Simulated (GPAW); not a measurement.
A relaxation of the atoms of PdPt3 (I4mm, 4 atoms in the cell) with GPAW.

Method of the run: LDA (Perdew-Wang 92), GPAW PAW datasets LDA (gpaw-data 1.0.1) (plane waves; GPAW).

The change in words: one atom moved by 0.15 angstrom; convergence.density: default → 1e-05 e/electron; optimizer: default → BFGS; fmax: default → 0.2 eV/Å. Reference geometry:
```yaml
crystal:
  lattice:
    - [-1.97785, 1.97785, 3.92748]
    - [1.97785, -1.97785, 3.92748]
    - [1.97785, 1.97785, -3.92748]
  atoms:
    - { symbol: Pd, position: [0.00000, 0.00000, 0.00000] }
    - { symbol: Pt, position: [0.75000, 0.25000, 0.50000], spin: 1.0 }
    - { symbol: Pt, position: [0.25000, 0.75000, 0.50000], spin: 1.0 }
    - { symbol: Pt, position: [0.50000, 0.50000, 0.00000], spin: 1.0 }
```
(The spins are starting values, not results.)

Reference input (self-consistent single point, DFT LDA (Perdew-Wang 92), plane waves, GPAW PAW datasets LDA (gpaw-data 1.0.1)): spinpol = true; mode = pw; ecut = 600 eV; xc = LDA; kpts = 5 5 5; mesh shift (steps) = 0 0 0; occupations.name = fermi-dirac; occupations.width = 0.1 eV; nbands = -10; convergence.forces = 0.001 eV/Å; symmetry.symmorphic = false; symmetry.tolerance = 0.0005. This run's input differs from it in these lines:

```diff
@@ -1,2 +1,3 @@
 from ase import Atoms
+from ase.optimize import BFGS
 from ase.units import GPa
@@ -8,3 +9,3 @@
                     [1.977851, 1.977851, -3.927482]],
-              scaled_positions=[[0.000000, 0.000000, 0.000000],
+              scaled_positions=[[0.019096, 0.019096, 0.000000],
                                 [0.750000, 0.250000, 0.500000],
@@ -22,3 +23,3 @@
             nbands=-10,
-            convergence={'forces': 0.001},
+            convergence={'forces': 0.001, 'density': 1e-05},
             symmetry={'symmorphic': False, 'tolerance': 0.0005},
@@ -28,2 +29,8 @@
 atoms.calc = calc
+
+opt = BFGS(atoms, logfile='-')
+converged = opt.run(fmax=0.2, steps=40)
+print('Relaxation converged:', converged)
+print('Cell:', atoms.cell.cellpar().round(4))
+print(atoms.get_scaled_positions().round(5))
```

The program printed (abridged):

```
     iter     time        total  log10-change:         magmom
                         energy   eigst   dens  force
iter:   1 --:--:--   -35.414611                          +2.9932
iter:   2 --:--:--   -34.349085   -1.27  -1.19           +1.6969
iter:   3 --:--:--   -30.816954   -0.36  -1.21           +0.5899
iter:   4 --:--:--   -28.922098   -1.33  -1.48           +0.3536
iter:   5 --:--:--   -28.846059   -2.94  -1.93           +0.2793
iter:   6 --:--:--   -28.841370   -2.72  -2.18           +0.1549
iter:   7 --:--:--   -28.775887   -2.70  -2.31           +0.0853
iter:   8 --:--:--   -28.777556   -3.57  -2.76           +0.0074
   [... lines left out ...]
iter:  17 --:--:--   -28.772728c  -7.18  -4.27           +0.0000
iter:  18 --:--:--   -28.772714c  -6.94  -4.32           +0.0000
iter:  19 --:--:--   -28.772723c  -7.56c -4.47           -0.0000
iter:  20 --:--:--   -28.772725c  -8.49c -4.67           -0.0000
iter:  21 --:--:--   -28.772726c  -8.22c -4.72           -0.0000
iter:  22 --:--:--   -28.772727c  -8.28c -4.86           -0.0000
iter:  23 --:--:--   -28.772725c  -8.68c -4.97           -0.0000
iter:  24 --:--:--   -28.772726c  -9.56c -5.25c          -0.0000
iter:  25 --:--:--   -28.772727c  -9.08c -5.42c -3.17c   -0.0000
Converged after 25 iterations.

Dipole moment: (0.000000, -0.000000, -3.057657) |e|*Ang

Total magnetic moment: (0.000000, 0.000000, -0.000000)
Local magnetic moments:
   0 Pd ( 0.000000,  0.000000, -0.000000)
   1 Pt ( 0.000000,  0.000000, -0.000000)
   2 Pt ( 0.000000,  0.000000, -0.000000)
   3 Pt ( 0.000000,  0.000000, -0.000000)

Energy contributions relative to reference atoms: (reference = -1637388.324704)

Kinetic:        -36.648341
Potential:      +25.438000
External:        +0.000000
XC:             -15.440285
Entropy (-ST):   -0.235259
Local:           -2.004472
SIC:             +0.000000
--------------------------
Free energy:    -28.890357
Extrapolated:   -28.772727

Spin contamination: 0.000000 electrons
Showing only first 2 kpts
                      Up                     Down
   [... lines left out ...]
Fermi level: 10.70739
No gap
Atomic positions and initial magnetic moments
Total magnetic moment: (0.000000, 0.000000, -0.000000)
Local magnetic moments:
Free energy:    -28.920736
Fermi level: 10.70365
No gap
Atomic positions and initial magnetic moments
Total magnetic moment: (0.000000, 0.000000, -0.000000)
   [... lines left out ...]
Relaxation converged: True
Cell: [  4.8217   4.8217   4.8217 131.5656 131.5656  70.916 ]
[[0.00494 0.00494 0.     ]
 [0.75539 0.25539 0.5    ]
 [0.25539 0.75539 0.5    ]
 [0.50338 0.50338 0.     ]]
Energy (eV): -28.857916
Stress tensor:
     0.079788     0.000000    -0.000000
     0.000000     0.079788     0.000000
    -0.000000     0.000000     0.079381
Stress (GPa, Voigt): [12.7834 12.7834 12.7182  0.     -0.      0.    ]
```

The run converged. GPAW prints stress with tension positive. 

Summary of the result:
```
Item                                                           Value
-------------------------------------------------------  -----------
Free energy E − TS (from the program's reference atoms)  -28.9769 eV
Fermi level (on the code's own zero)                        10.69 eV
Pressure                                                  -12.76 GPa
Largest force (vector length)                             0.130 eV/Å
Size of the cell's spin moment                               0.00 μB
Relaxation steps                                                   4
```

The starting cell comes from a database of computed structures (which also holds hypothetical and non-ambient phases and stackings), without a prior relaxation at this level. Its lattice was rescaled by up to half a per cent. For this run, on top of that: one atom moved by 0.15 angstrom. The starting moments vanished: the run ended non-magnetic. The relaxation keeps the symmetry of its start, so its end need not be a minimum.

Cost on one core of a shared machine: roughly 5 min.
